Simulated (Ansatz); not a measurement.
Abridged Ansatz (a program for electronic structure) output:

```
Pseudopotential: Ru, paw, valence charge 16
Crystal: 2 atoms, lattice volume = 27.536 Å³
Basis set: ecut = 420 eV, 537 PW (Γ), exchange–correlation on 40×40×60 points (8 copies of the dense FFT grid, shifted against one another)
Bands: 20, of which v1, the nominal top of the filled ones, is band 16 counted from 1 (15 counted from 0)
Symmetry: 24 space group operations
k-points: 264 of 4400
Functional: x = pbe(κ = 0.804, μ = 0.2195149727645171), c = pbe(β = 0.06672455060314922)
SCF iter   1: F=—  HF=-11757.379666 eV  |F-HF|=—  |Δ(HF+E_count)|=         —  Δρ=6.41e-3  dr2=2.31e-3  ethr=1.77e-3  ⟨swp⟩=5.0  Hψ=20729  notcnv=0
SCF iter   2: F=—  HF=-11757.382271 eV  |F-HF|=—  |Δ(HF+E_count)|=   2.61e-3  Δρ=3.77e-3  dr2=8.27e-4  ethr=7.23e-6  ⟨swp⟩=2.0  Hψ=11546  notcnv=0
SCF 1 converged in 7 iterations: F = -11757.383342 eV  dr2 = 3.52e-11
SCF converged after 7 iterations
Free energy (F): -11757.383342 eV
Internal energy: -11757.369397 eV  (E = F + TS)
E sigma→0 (E₀):  -11757.376370 eV
Entropy (-TS):   -0.013945 eV (-6.972 meV/atom)
Fermi energy:    23.147664 eV
--- Forces (eV/Å), atoms counted from 1 ---
  atom   1  Ru     0.00000000     0.00000000     0.00000000
  atom   2  Ru    -0.00000000    -0.00000000     0.00000000
--- Stress (GPa, compression-positive) ---
        0.000091       0.000000       0.000000
        0.000000       0.000091       0.000000
        0.000000       0.000000       0.000394
  P = ⅓ Tr σ = 0.0002 GPa (0.002 kbar)
```

Q: What was computed, and what are the main results?

A: Ru, 2 atoms in the cell, with PBE in Ansatz (plane waves to 420 eV, PAW, spin-orbit coupling left out). The last SCF converged to F = -11757.383342 eV, or -5878.6917 eV per atom, at a pressure of 0.00 GPa. The total energy compares only with runs of the same code, potentials and settings.

No phonon test of stability was made. The final runs are not spin-polarised. The cell is Ru in the hcp (Mg type) structure (space group P6_3/mmc, No. 194).
